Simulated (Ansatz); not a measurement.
ZrO2, pressure series

Base system: ZrO2 in the fluorite structure (space group Fm-3m, No. 225).

```
CELL_PARAMETERS angstrom
      0.00000     2.54457     2.54457
      2.54457     0.00000     2.54457
      2.54457     2.54457     0.00000
ATOMIC_POSITIONS crystal
  Zr 0.00000 0.00000 0.00000
  O  0.25000 0.25000 0.25000
  O  0.75000 0.75000 0.75000
```

Cell and atoms are relaxed at each pressure.

Method: r2SCAN, PAW, 500 eV (Ansatz, an electronic-structure program; no spin-orbit coupling), earlier PAW set.

Candidates:
(a) pressure 4.5 GPa
(b) pressure 22.5 GPa
(c) pressure 15 GPa
(d) pressure 30 GPa
(e) pressure 0.9 GPa

Before the change:

The band gap comes out as 3.89 eV.

Question: Order them by band gap, highest first.

Answer: (d) pressure 30 GPa (4.17 eV), (b) pressure 22.5 GPa (4.11 eV), (c) pressure 15 GPa (4.05 eV), (a) pressure 4.5 GPa (3.94 eV), (e) pressure 0.9 GPa (3.90 eV)

Load acts through the strain it causes; cell and atoms are relaxed under it. Whether these cells are dynamically stable was not tested. No other phases were tried under pressure. This is not the structure that ZrO2 has at room temperature and ambient pressure.
